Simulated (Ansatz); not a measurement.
Results of B3LYP (VWN-RPA form) (plane waves, PAW; Ansatz, an electronic-structure program) for antifluorite K₂Te.

Numerical settings: plane-wave cutoff 460 eV, 6×6×6 k mesh, Fermi–Dirac smearing 0.01 eV, scalar-relativistic PAW data made under PBE.

Cell (relaxed at this level):

```cif
data_K2Te
_chemical_formula_sum 'K2 Te1'
_space_group_name_H-M_alt 'P 1'
_space_group_IT_number 1
_cell_length_a 5.85770
_cell_length_b 5.85770
_cell_length_c 5.85770
_cell_angle_alpha 60.000
_cell_angle_beta 60.000
_cell_angle_gamma 60.000
loop_
_space_group_symop_operation_xyz
  'x, y, z'
loop_
_atom_site_label
_atom_site_type_symbol
_atom_site_fract_x
_atom_site_fract_y
_atom_site_fract_z
_atom_site_occupancy
K1 K 0.25000 0.25000 0.25000 1
K2 K 0.75000 0.75000 0.75000 1
Te1 Te 0.00000 0.00000 0.00000 1
```

Question: Predict the bulk modulus, band gap, smallest direct gap on the k points sampled and pressure derivative B′ of the bulk modulus.

Answer: 
bulk modulus: 12.9 GPa
band gap: 3.22 eV (on the SCF k mesh)
smallest direct gap on the k points sampled: 3.25 eV
pressure derivative B′ of the bulk modulus: 4.5

Note: the relaxation could not lower the start's symmetry, so the cell can be a saddle point above a distorted one.

Spin–orbit coupling is not included; with these elements it can move the gap by several tenths of an eV or more.

Static lattice: no zero-point or thermal effects.
